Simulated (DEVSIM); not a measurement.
System: Schottky contact on n-type GaP, at 300 K.

Layer 1 from the left is GaP, thickness (μm) 0.600, Nd (cm⁻³) 3.8e16, τn (s) 2.6e-6, τp (s) 2.6e-6. Layer 2 from the left is GaP, thickness (μm) 0.670, Nd (cm⁻³) 6.2e17, τn (s) 2.6e-6, τp (s) 2.6e-6.

Left contact: Schottky, work function 4.88 eV, emission velocity 1.6e6 cm/s. Right contact: ohmic. Voltage is applied to the left contact. Recombination: SRH at mid-gap, radiative. Mobility is μmin + (μ − μmin)/(1 + (N/Nref)^α).

The device is made up for the run: typed textbook-type constants, with dimensions and the other settings drawn at random. Values at 300 K.

GaP: gap (eV) 2.26, affinity (eV) 3.8, permittivity 11.1, Nc (cm⁻³) 1.8e19, Nv (cm⁻³) 1.9e19, μn (cm²/Vs) 250, μp (cm²/Vs) 150, μn,min 10, μp,min 10, Nref,n 4.4e18, Nref,p 1e18, αn 0.8, αp 0.85, B (cm³/s) 1e-13.

DEVSIM, 1D drift-diffusion, Boltzmann statistics, complete ionisation; no tunnelling, impact ionisation, image-force lowering or self-heating. Metal contacts follow the ideal Schottky-Mott rule: no Fermi-level pinning, no interface dipoles.

Dark forward current:

```csv
|V| (V),|J| (A/cm²)
0.05,1.844e-11
0.10,1.457e-10
0.15,1.024e-9
0.20,7.086e-9
0.25,4.891e-8
0.30,3.374e-7
0.35,2.326e-6
0.40,1.603e-5
0.45,0.0001104
0.50,0.0007592
0.55,0.005217
0.60,0.03578
0.65,0.2447
0.70,1.662
0.75,11.05
0.80,67.26
0.85,303.3
0.90,845.4
0.95,1630
1.00,2556
```

**Question.** Work out the local ideality factor n = ΔV / (kT/q · ln(J2/J1)) between the rows 0.15 and 0.20 V, 0.95 and 1.00 V.

**Answer.** kT/q = 25.85 mV. From 0.15 to 0.20 V: ln(7.086e-9/1.024e-9) = 1.934, n = 1.00, near the 1 of diffusion or emission over a barrier. From 0.95 to 1.00 V: ln(2556/1630) = 0.450, n = 4.30; the layers' resistance at their doping, Σ W/(qμN) = 4.3e-5 Ω cm², would take 40 mV of this step of 50 mV.

**Question.** Estimate the current at 0.45 V for emission alone, J0 = q v N_band exp(−φB/kT), and read the barrier back from the simulated current.

**Answer.** φB = 1.080 eV, N_band = 1.80e19 cm⁻³, J0 = 3.31e-12 A/cm²; J = J0 (exp(qV/kT) − 1) = 0.000120 A/cm². The simulation gives 0.000110 A/cm²; the estimate lies 8.8 % above. Read backwards, the simulated current gives an apparent barrier of 1.082 eV. The estimate leaves out transport through the depletion region and minority injection.
